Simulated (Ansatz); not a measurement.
## Effect of pressure −2 GPa on GaP

Take GaP in the zinc blende structure (space group F-43m, No. 216; a = 5.506 Å) as the base.

One thing is altered: hydrostatic tension (pressure −2 GPa).

Calculations: Ansatz (a quantum-chemistry and plane-wave program) PBE, no spin-orbit coupling. k-mesh 10×10×10 (Γ-centred); smearing 0.05 eV (Fermi–Dirac).

```tsv
quantity	base	changed	shift
volume per atom	20.87 Å³	21.45 Å³	+0.585 Å³
density	4.01 g/cm³	3.90 g/cm³	-0.11 g/cm³
lattice parameter a	5.506 Å	5.557 Å	+0.051 Å
shortest interatomic distance	2.384 Å	2.406 Å	+0.022 Å
enthalpy H = E + PV relative to the base's energy	–	-0.26 eV/atom	–
band gap	1.58 eV	1.36 eV	-0.22 eV
gap character	direct at Γ	direct at Γ	–
mean gap deformation potential ΔEg/Δln V	–	-8.1 eV	–
electron mass	0.10 mₑ (at Γ)	0.088 mₑ (at Γ)	–
valley order (the lowest conduction-band minima on the path, energy above the VBM, named in the base's zone)	Γ 1.58 eV; L along ⟨111⟩ 1.58 eV; a point along ⟨100⟩, about 1.0 Å⁻¹ from Γ 1.64 eV	Γ 1.36 eV; L along ⟨111⟩ 1.50 eV; a point along ⟨100⟩, about 1.0 Å⁻¹ from Γ 1.69 eV	–
```

Load acts through the strain it causes; cell and atoms are relaxed under it. Masses are band curvatures over ±0.01 Å⁻¹ around the edge. No phonon test of stability was made. The real GaP has an indirect gap at ambient pressure; PBE orders its close-lying valleys differently.
